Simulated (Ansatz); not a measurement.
# BAs: pressure series

Start from BAs in the zinc blende structure (space group F-43m, No. 216; a = 4.784 Å).

Cell and atoms are relaxed at each pressure.

The values are results of r2SCAN, PAW, 500 eV (Ansatz, a program for electronic structure; no spin-orbit coupling), not measurements.

Notes on the quantities. hole mass: degenerate bands, along [100].

| case | volume per atom | band gap | electron mass | hole mass |
|---|---|---|---|---|
| base | 13.69 Å³ | 1.38 eV | 1.1 mₑ along k, 0.21 mₑ across (off the special points) | 0.21, 0.22, 0.22 mₑ (at Γ) |
| pressure −2 GPa | 13.89 Å³ | 1.39 eV | 1.1 mₑ along k, 0.21 mₑ across (off the special points) | 0.20, 0.22, 0.22 mₑ (at Γ) |
| pressure −1 GPa | 13.78 Å³ | 1.39 eV | 1.1 mₑ along k, 0.21 mₑ across (off the special points) | 0.21, 0.22, 0.22 mₑ (at Γ) |
| pressure 0.3 GPa | 13.66 Å³ | 1.38 eV | 1.1 mₑ along k, 0.21 mₑ across (off the special points) | 0.22 mₑ (at Γ) |
| pressure 0.7 GPa | 13.62 Å³ | 1.37 eV | 1.1 mₑ along k, 0.21 mₑ across (off the special points) | 0.22 mₑ (at Γ) |
| pressure 1.5 GPa | 13.54 Å³ | 1.37 eV | 1.0 mₑ along k, 0.21 mₑ across (off the special points) | 0.22 mₑ (at Γ) |
| pressure 3 GPa | 13.41 Å³ | 1.36 eV | 1.0 mₑ along k, 0.21 mₑ across (off the special points) | 0.22 mₑ (at Γ) |
| pressure 5 GPa | 13.24 Å³ | 1.34 eV | 1.1 mₑ along k, 0.21 mₑ across (off the special points) | 0.21, 0.21, 0.22 mₑ (at Γ) |
| pressure 7.5 GPa | 13.04 Å³ | 1.33 eV | 1.1 mₑ along k, 0.21 mₑ across (off the special points) | 0.21, 0.21, 0.23 mₑ (at Γ) |
| pressure 10 GPa | 12.85 Å³ | 1.31 eV | 1.1 mₑ along k, 0.20 mₑ across (off the special points) | 0.21, 0.21, 0.23 mₑ (at Γ) |

Load acts through the strain it causes; cell and atoms are relaxed under it. Masses are band curvatures over ±0.01 Å⁻¹ around the edge. Along k means along the line from Γ to the band edge. Whether these cells are dynamically stable was not tested. No other phases were tried under pressure.
